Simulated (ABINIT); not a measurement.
Habitual settings against a tight run: NiSi2 (Fm-3m, 3 atoms in the cell)

Self-consistent single point.

```yaml
crystal:
  lattice:
    - [0.00000, 2.67146, 2.67146]
    - [2.67146, 0.00000, 2.67146]
    - [2.67146, 2.67146, 0.00000]
  atoms:
    - { symbol: Si, position: [0.25000, 0.25000, 0.25000] }
    - { symbol: Si, position: [0.75000, 0.75000, 0.75000] }
    - { symbol: Ni, position: [0.00000, 0.00000, 0.00000] }
```

Level of theory: PBE, norm-conserving pseudopotentials (PseudoDojo nc-sr-05 PBE standard) (plane waves; ABINIT).

Base settings: pseudos = [Si.upf, Ni.upf]; ecut = 49 Ha; occopt = 7; tsmear = 0.2 eV; ngkpt = 7 7 7; nshiftk = 1; shiftk = 0 0 0; potentials = PseudoDojo nc-sr-05 PBE standard; nband = 18; kptopt = 1; nstep = 60; toldfe = 1e-09 Ha.

Tight run (finer mesh or higher cutoff; not a proven limit): ecut: 49 Ha → 69 Ha; ngkpt: 7 7 7 → 10 10 10; toldfe: 1e-09 Ha → 3.7e-11 Ha. It gave Fermi level (on the code's own zero) 10.02 eV; pressure 9.61 GPa.

Quick runs, as changes from the base:
- A: the base itself
- B: ecut: 49 Ha → 39 Ha; ngkpt: 7 7 7 → 2 2 2
- C: ecut: 49 Ha → 24 Ha; ngkpt: 7 7 7 → 8 8 8; potentials: PseudoDojo nc-sr-05 PBE standard → PseudoDojo nc-sr-04 LDA standard [LDA (PW92)]
- D: ecut: 49 Ha → 29 Ha; tsmear: 0.2 eV → 0.272 eV; ngkpt: 7 7 7 → 6 6 6; shiftk: 0 0 0 → 0.5 0.5 0.5; toldfe: 1e-09 Ha → 3.7e-06 Ha
- E: ecut: 49 Ha → 34 Ha; ngkpt: 7 7 7 → 8 8 8

Dashes: time of B, C, under 30 s.

† marks runs with another functional, U, potentials or spin treatment: their distance from the tight run is not a convergence error alone.

The count of work is k-points × plane waves × bands × iterations; it is no time. Core times come from one kind of shared machine and are given to one figure; runs under 30 s give none.

The starting cell has typed, rounded lattice constants, without a prior relaxation at this level. Its lattice was rescaled by a random factor within 2.5 % of one. Spin polarisation is off. In the base run, with a pressure of about 9 GPa the cell is away from its equilibrium volume at this level.

```tsv
run	pressure less tight (GPa)	count of work / tight	core time / tight (rough)
A	-0.19	0.24	0.3
B	-4.62	0.013	–
C†	-454.25	0.11	–
D	-169.57	0.12	0.1
E	-46.02	0.20	0.2
```
